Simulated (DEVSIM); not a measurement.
Al0.1Ga0.9As/GaAs p-n heterojunction

Structure: Al0.1Ga0.9As/GaAs p-n heterojunction, at 250 K.

```
layer (left to right)      material  thickness (μm)  Nd (cm⁻³)  Na (cm⁻³)   τn (s)   τp (s)
---------------------  ------------  --------------  ---------  ---------  -------  -------
1                      Al0.1Ga0.9As           0.150          -     6.6e17  4.9e-10  4.9e-10
2                              GaAs            2.80     1.5e16          -  4.9e-10  4.9e-10
```

Left contact: ohmic. Right contact: ohmic. Voltage is applied to the left contact. Recombination: SRH at mid-gap, radiative. Mobility is μmin + (μ − μmin)/(1 + (N/Nref)^α).

Constants are typed, rounded textbook-type inputs, not results; the design itself was drawn at random and stands for no fabricated device. Values at 300 K; Nc and Nv go as T^1.5, mobilities as T to minus their exponent, the gap by Varshni's rule with the affinity fixed.

| parameter | Al0.1Ga0.9As | GaAs |
|---|---|---|
| gap (eV) | 1.5487 | 1.424 |
| affinity (eV) | 3.991 | 4.07 |
| permittivity | 12.62 | 12.9 |
| Nc (cm⁻³) | 5.17e17 | 4.7e17 |
| Nv (cm⁻³) | 9e18 | 9e18 |
| μn (cm²/Vs) | 6520 | 8500 |
| μp (cm²/Vs) | 317 | 400 |
| μn,min | 500 | 500 |
| μp,min | 20 | 20 |
| Nref,n | 6e16 | 6e16 |
| Nref,p | 1.5e17 | 1.5e17 |
| αn | 0.39 | 0.39 |
| αp | 0.38 | 0.38 |
| T exponent of μn | 2.1 | 2.1 |
| T exponent of μp | 2.2 | 2.2 |
| B (cm³/s) | 2e-10 | 2e-10 |
| Varshni α (eV/K) | 0.000541 | 0.000541 |
| Varshni β (K) | 204 | 204 |

DEVSIM, 1D drift-diffusion, Boltzmann statistics, complete ionisation; no tunnelling, impact ionisation, image-force lowering or self-heating. Band offsets follow the typed affinities; no thermionic-emission limit at abrupt steps, no polarisation charge.

The potential step across the device at zero bias comes out as 1.373 V, the largest field in the device at zero bias is 87000 V/cm and the dark forward voltage at 1 A/cm² is 1.106 V. The dark forward voltage at 100 A/cm² is 1.227 V.

Dark forward current:

| V (V) | J (A/cm²) |
|---|---|
| 0.05 | 2.3e-12 |
| 0.10 | 9.1e-12 |
| 0.20 | 1.0e-10 |
| 0.25 | 3.4e-10 |
| 0.30 | 1.1e-9 |
| 0.40 | 1.2e-8 |
| 0.45 | 4.0e-8 |
| 0.55 | 4.4e-7 |
| 0.60 | 1.4e-6 |
| 0.65 | 4.8e-6 |
| 0.75 | 5.5e-5 |
| 0.80 | 0.00019 |
| 0.85 | 0.00064 |
| 0.95 | 0.0081 |
| 1.00 | 0.032 |
| 1.10 | 0.78 |
| 1.15 | 5.4 |
| 1.20 | 39 |
| 1.30 | 880 |
| 1.35 | 2800 |

Small-signal capacitance in reverse bias (quasi-static):

```json
[
 {"V (V)": "-0.04", "C (nF/cm²)": "31.8"},
 {"V (V)": "-0.1", "C (nF/cm²)": "31.1"},
 {"V (V)": "-0.2", "C (nF/cm²)": "30.0"},
 {"V (V)": "-0.3", "C (nF/cm²)": "29.0"},
 {"V (V)": "-0.4", "C (nF/cm²)": "28.2"},
 {"V (V)": "-0.6", "C (nF/cm²)": "26.6"},
 {"V (V)": "-0.8", "C (nF/cm²)": "25.3"},
 {"V (V)": "-1", "C (nF/cm²)": "24.1"},
 {"V (V)": "-1.3", "C (nF/cm²)": "22.7"},
 {"V (V)": "-1.6", "C (nF/cm²)": "21.5"},
 {"V (V)": "-2", "C (nF/cm²)": "20.1"}
]
```
